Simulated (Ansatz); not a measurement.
## How far to go with the k-point mesh: CaPd (P4mm, 2 atoms in the cell)

```
CaPd
1.0
    3.51621     0.00000     0.00000
    0.00000     3.51621     0.00000
    0.00000     0.00000     3.51621
Ca Pd
1 1
Direct
  0.00000   0.00000   0.01422
  0.50000   0.50000   0.50000
```

Computed with LDA (PW92), default PAW files made with PBE (plane waves; Ansatz, a first-principles code).

Base settings: basis.ecutwfc = 30.9 Ry; kpoints.mp_grid.grid = 9 9 9; hamiltonian.xc = lda; hamiltonian.pseudopotentials = {kind: paw} (the program's default PAW files); scf.occupations.method = fermi_dirac; scf.occupations.width = 0.0073 Ry.

The second cell is the first with its lattice scaled by 0.98.

Only quantities that move along the ladder and can be compared are tabulated.

The count of work is k-points × plane waves × bands × iterations; it is no time. Core times come from one kind of shared machine, to one figure; runs under 30 s give none.

The starting cell comes from a database of computed structures (which also holds hypothetical and non-ambient phases and stackings), without a prior relaxation at this level. Its lattice was rescaled by up to half a per cent. One atom was moved a little off its site on purpose. Spin polarisation is off. In the base run, with a pressure of about -5 GPa the cell is away from its equilibrium volume at this level. Ansatz's pressure includes its estimate of the finite-basis (Pulay) stress.

| kpoints.mp_grid.grid | free energy less the last step's (meV/atom) | energy of the compressed cell less the first (meV/atom) | pressure (GPa) | largest difference of a force vector from the last step's (eV/Å) | count of work / last | core time / last (rough) |
|---|---|---|---|---|---|---|
| 2 2 2 | 468.99 | 17.25 | 0.36 | 0.071 | 0.0032 | – |
| 3 3 3 | -211.00 | -45.07 | -7.15 | 0.004 | 0.0032 | – |
| 4 4 4 | 100.92 | -15.38 | -3.67 | 0.008 | 0.0083 | – |
| 5 5 5 | -39.36 | -36.71 | -6.14 | 0.005 | 0.0097 | – |
| 6 6 6 | 11.17 | -26.17 | -4.91 | 0.002 | 0.021 | – |
| 7 7 7 | -4.38 | -33.18 | -5.67 | 0.002 | 0.018 | – |
| 8 8 8 | 3.27 | -27.92 | -5.11 | 0.001 | 0.034 | – |
| 9 9 9 | 1.84 | -30.89 | -5.41 | 0.001 | 0.040 | – |
| 10 10 10 | -1.53 | -29.36 | -5.28 | 0.000 | 0.058 | – |
| 11 11 11 | 1.45 | -29.93 | -5.31 | 0.000 | 0.068 | – |
| 12 12 12 | -0.91 | -29.79 | -5.32 | 0.000 | 0.090 | – |
| 13 13 13 | 0.67 | -29.72 | -5.30 | 0.000 | 0.090 | – |
| 17 17 17 | -0.03 | -29.77 | -5.31 | 0.000 | 0.19 | – |
| 18 18 18 | 0.09 | -29.97 | -5.33 | 0.000 | 0.25 | – |
| 20 20 20 | 0.09 | -29.90 | -5.32 | 0.000 | 0.33 | 0.3 |
| 22 22 22 | 0.04 | -29.87 | -5.32 | 0.000 | 0.43 | 0.6 |
| 25 25 25 | 0.00 | -29.91 | -5.32 | 0.000 | 0.54 | 0.5 |
| 28 28 28 | -0.01 | -29.88 | -5.32 | 0.000 | 0.83 | 0.8 |
| 31 31 31 | 0.00 | -29.88 | -5.32 | 0.000 | 1.0 | 1 |

Coarsest kpoints.mp_grid.grid that holds the free energy within 2 meV/atom of the last step, with all finer ones: 9 9 9, at 0.040 of the last step's count of work; the step before is off by 3.3 meV/atom.

Coarsest kpoints.mp_grid.grid that holds the forces within 0.005 eV/Å of the last step, with all finer ones: 5 5 5, at 0.0097 of the last step's count of work; the step before is off by 0.008 eV/Å.

Coarsest kpoints.mp_grid.grid that holds the pressure within 0.5 GPa of the last step, with all finer ones: 6 6 6, at 0.021 of the last step's count of work; the step before is off by 0.82 GPa.

The energy difference between the two cells stays within 1 meV/atom of the last step's from 10 10 10 on, the total only from 12 12 12 on: much of the error is common to both cells and cancels.

Keys are those of Ansatz 0.2.
